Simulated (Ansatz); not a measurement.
The starting structures come from a database of crystals and need not be the phases stable at ambient conditions.

By LDA, the system below comes out a metal.

Data:

```yaml
crystal:
  lattice:
    - [4.59851, 0.00000, 0.00000]
    - [-2.29926, 3.98243, 0.00000]
    - [2.29926, 1.32748, 0.93867]
  atoms:
    - { symbol: Ti, position: [0.00000, 0.00000, 0.00000] }
```

Space group of this cell: Im-3m, bcc (W type). The cell is taken as given; by LDA its mean pressure is -8.5 GPa.

The current flows along the normal of the first two printed cell vectors, the (111) plane of the conventional cell. No spin-orbit coupling; the value is a mean over 0.1 eV about the Fermi level.

Task: Give the ballistic conductance per area that LDA (Ansatz, a quantum-chemistry and plane-wave program) yields.

Result: 1.6 × 10¹⁵ S/m² for both spins.
